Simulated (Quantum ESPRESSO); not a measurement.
## How far to go with the k-point mesh at a smearing width of 0.02 eV: Nb (Im-3m, 1 atom in the cell)

```
Nb
1.0
   -1.65825     1.65825     1.65825
    1.65825    -1.65825     1.65825
    1.65825     1.65825    -1.65825
Nb
1
Cartesian
  0.00000   0.00000   0.00000
```

Level of theory: PBE, PSlibrary ultrasoft (PBE) pseudopotentials (plane waves; Quantum ESPRESSO 7.5).

Base settings: ecutwfc = 55 Ry; ecutrho = 330 Ry; occupations = smearing; smearing = fermi-dirac; degauss = 0.0073499 Ry; potentials = {Nb: Nb.pbe-spn-rrkjus_psl.1.0.0.UPF}; K_POINTS = automatic 14 14 14 0 0 0; conv_thr = 1e-09 Ry; mixing_beta = 0.3.

In this ladder: degauss = 0.00147 Ry.

Only quantities that move along the ladder and can be compared are tabulated.

The count of work is k-points × plane waves × bands × iterations; it is no time. 

The starting cell has typed, rounded lattice constants, without a prior relaxation at this level. Its lattice was rescaled by up to half a per cent. Spin polarisation is off.

| K_POINTS | free energy less the last step's (meV/atom) | pressure (GPa) | count of work / last |
|---|---|---|---|
| automatic 5 5 5 0 0 0 | 57.32 | -3.62 | 0.0092 |
| automatic 6 6 6 0 0 0 | 15.31 | -4.68 | 0.015 |
| automatic 7 7 7 0 0 0 | 26.85 | -1.27 | 0.023 |
| automatic 9 9 9 0 0 0 | -7.82 | -2.21 | 0.036 |
| automatic 10 10 10 0 0 0 | 22.89 | -1.57 | 0.043 |
| automatic 13 13 13 0 0 0 | -5.39 | -2.44 | 0.087 |
| automatic 15 15 15 0 0 0 | 2.24 | -1.74 | 0.12 |
| automatic 18 18 18 0 0 0 | 1.06 | -1.83 | 0.20 |
| automatic 22 22 22 0 0 0 | 0.37 | -1.90 | 0.34 |
| automatic 27 27 27 0 0 0 | 0.65 | -1.99 | 0.64 |
| automatic 33 33 33 0 0 0 | 0.00 | -1.92 | 1.0 |

Coarsest K_POINTS that holds the free energy within 5 meV/atom of the last step, with all finer ones: automatic 15 15 15 0 0 0, at 0.12 of the last step's count of work; the step before is off by 5.4 meV/atom.

Coarsest K_POINTS that holds the pressure within 0.2 GPa of the last step, with all finer ones: automatic 15 15 15 0 0 0, at 0.12 of the last step's count of work; the step before is off by 0.52 GPa.
